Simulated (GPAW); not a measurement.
Band structure of WC (P-6m2, 2 atoms in the cell).

```
CELL_PARAMETERS angstrom
      2.90755     0.00000     0.00000
     -1.45377     2.51801     0.00000
      0.00000     0.00000     2.83064
ATOMIC_POSITIONS crystal
  W  0.00000 0.00000 0.00000
  C  0.66667 0.33333 0.50000
```

Level of theory: PBE, GPAW PAW datasets PBE (gpaw-data 1.0.1) (plane waves; GPAW 25.7.0).

Settings: mode = pw; ecut = 900 eV; xc = PBE; kpts = 13 13 12; mesh shift (steps) = 0 0 0; occupations.name = fermi-dirac; occupations.width = 0.136 eV; nbands = -10; convergence.density = 1e-05 e/electron; convergence.energy = 1e-05 eV/electron; symmetry.symmorphic = false; symmetry.tolerance = 0.0005; maxiter = 100; bandpath_npoints = 40.

The starting cell comes from a database of computed structures (which also holds hypothetical and non-ambient phases and stackings), without a prior relaxation at this level. Its lattice was rescaled by a random factor within 2.5 % of one. Spin-orbit coupling is off. Spin polarisation is off.

Levels in eV from the Fermi level, bands 6 to 13:
```json
[
 {"point": "Γ", "6": "-4.33", "7": "-3.38", "8": "-3.38", "9": "0.08", "10": "3.21", "11": "3.22", "12": "5.61", "13": "5.61"},
 {"point": "M", "6": "-7.06", "7": "-3.62", "8": "-3.60", "9": "-0.51", "10": "2.33", "11": "4.49", "12": "4.83", "13": "6.86"},
 {"point": "K", "6": "-6.58", "7": "-4.60", "8": "-3.45", "9": "0.61", "10": "0.94", "11": "2.00", "12": "3.20", "13": "9.17"},
 {"point": "A", "6": "-8.64", "7": "-2.06", "8": "-2.06", "9": "-0.61", "10": "-0.61", "11": "3.68", "12": "4.49", "13": "4.49"},
 {"point": "L", "6": "-6.47", "7": "-4.36", "8": "-4.22", "9": "0.26", "10": "4.39", "11": "5.30", "12": "6.62", "13": "9.16"},
 {"point": "H", "6": "-7.24", "7": "-5.44", "8": "-1.64", "9": "-0.67", "10": "4.39", "11": "6.35", "12": "7.57", "13": "9.21"}
]
```

Bands cross the Fermi level along this path, so the cell is metallic at this level.
